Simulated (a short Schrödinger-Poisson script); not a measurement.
# Symmetric double-gate stack, Al2O3 on p-type GaN

Stack: symmetric double-gate stack, Al2O3 on p-type GaN, at 400 K.

| layer | material | thickness (nm) | Na (cm⁻³) |
|---|---|---|---|
| 1 | Al2O3 | 3.1 | - |
| 2 | GaN | 10 | 1e15 |
| 3 | Al2O3 | 3.1 | - |

The device is made up for the run: typed textbook-type constants, with dimensions and the other settings drawn at random. Al2O3: permittivity 9, conduction-band edge (eV) 2.75, gap (eV) 6.8, electron mass (mₑ) 0.3. GaN: permittivity 9.5, conduction-band edge (eV) 0, gap (eV) 3.43, Nv at 300 K (cm⁻³) 4.6e19.

Channel valleys (confinement mass, in-plane density-of-states mass, number): Γ 0.2, 0.2, 1. At the gates, both at one voltage, the conduction-band edge of layer 1 lies 2.83 eV − eVg above the Fermi level of the channel. Gaps are held at their typed values at every temperature. Mesh 0.03 nm at interfaces.

Solved with a short Schrödinger-Poisson script written for these runs: 1D Poisson equation in equilibrium, electrons quantum, Hartree plus LDA exchange-correlation (BenDaniel-Duke, 12 states a valley, the channel's in-plane mass for all, wave functions free to enter the dielectric), parabolic valleys, classical holes, full ionisation, no traps, pinning or gate leakage.

```
Vg (V)  electrons (cm⁻²)  C (μF/cm²)  Γ E0 (meV)  Γ E1 (meV)
------  ----------------  ----------  ----------  ----------
-0.2              7.06e8     0.00339       294.4       344.4
-0.15             3.11e9      0.0150       243.3       293.4
-0.1             1.38e10      0.0664       192.0       242.1
-0.05            5.90e10       0.269       141.6       191.7
0                2.15e11       0.796        96.5       146.1
0.05             5.66e11        1.45        62.2       110.0
0.1              1.10e12        1.93        38.0        83.0
0.15             1.75e12        2.24        20.4        62.2
0.2              2.49e12        2.47         6.7        45.1
0.25             3.28e12        2.63        -4.4        30.7
0.3              4.13e12        2.77       -13.9        18.0
0.35             5.01e12        2.88       -22.3         6.7
0.4              5.92e12        2.97       -29.9        -3.6
0.45             6.86e12        3.05       -36.9       -13.1
0.5              7.82e12        3.12       -43.6       -22.0
0.55             8.81e12        3.18       -49.9       -30.3
0.6              9.80e12        3.23       -56.0       -38.3
0.65             1.08e13        3.27       -62.0       -45.9
0.7              1.18e13        3.32       -67.9       -53.3
0.75             1.29e13        3.35       -73.7       -60.4
0.8              1.39e13        3.39       -79.4       -67.4
```

Subbands count from the Fermi level. The capacitance is that of both gates.

In real p-type GaN the Mg acceptor is only partly ionised, and so wide a gap doesn't supply an inversion layer without source and drain.
